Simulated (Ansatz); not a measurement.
Base system: PbS in the rock salt structure (space group Fm-3m, No. 225; a = 5.8450 Å). Axes: x, y, z lie along the cube axes.

The values are results of LDA, PAW, 420 eV (Ansatz, a program for electronic structure; spin-orbit coupling left out), not measurements.

Before the change:

Band gap: 0.06 eV
Shortest interatomic distance: 2.923 Å
Pressure: 0.0 GPa

Now apply this change: tensile biaxial strain of 0.83 % in the plane normal to [111], as in epitaxy on a mismatched substrate; the out-of-plane cell vector and the atoms relax.

Q: What does the calculation give for the band gap after the change?

A: The band gap changes from 0.06 eV to zero.

Q: What does the calculation give for the energy relative to the base after the change?

A: The energy grows by 0.9 meV/atom.

Q: Predict the new shortest interatomic distance.

A: The shortest interatomic distance goes up by 0.007 Å, from 2.923 Å to 2.930 Å.

Q: How does this affect the pressure?

A: The pressure (mean of the normal stresses, compression positive) goes from zero to -0.5 GPa.

A case with no gap was solved on a k-mesh chosen for an insulator, which is coarse for it. Spin-orbit coupling, missing from the scalar runs, can matter with Pb. Stability against distortions was not tested. All final runs are without spin polarisation. The zero or small gap of PbS can change with the level of theory.
